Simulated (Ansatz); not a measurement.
Consider GaP in the zinc blende structure (space group F-43m, No. 216; a = 5.391 Å).

The values are results of LDA in Ansatz (plane waves to 420 eV, PAW, spin-orbit coupling left out), not measurements.

Base values:

The smallest direct gap is 1.88 eV and the hole mass comes out as 0.11, 0.36, 0.36 mₑ (at Γ). The band gap is 1.38 eV.

Modification: hydrostatic tension (pressure −2 GPa).

Question: Estimate the effect on the smallest direct gap, hole mass and band gap.

Answer: The smallest direct gap falls by 0.19 eV to 1.69 eV; the hole mass (degenerate bands, along [100]) changes from 0.11, 0.36, 0.36 mₑ (at Γ) to 0.10, 0.37, 0.37 mₑ (at Γ); the band gap grows by 0.04 eV to 1.42 eV.

Load acts through the strain it causes; cell and atoms are relaxed under it. Masses are band curvatures over ±0.01 Å⁻¹ around the edge. Stability against distortions was not tested.

Ansatz is a program for electronic structure.
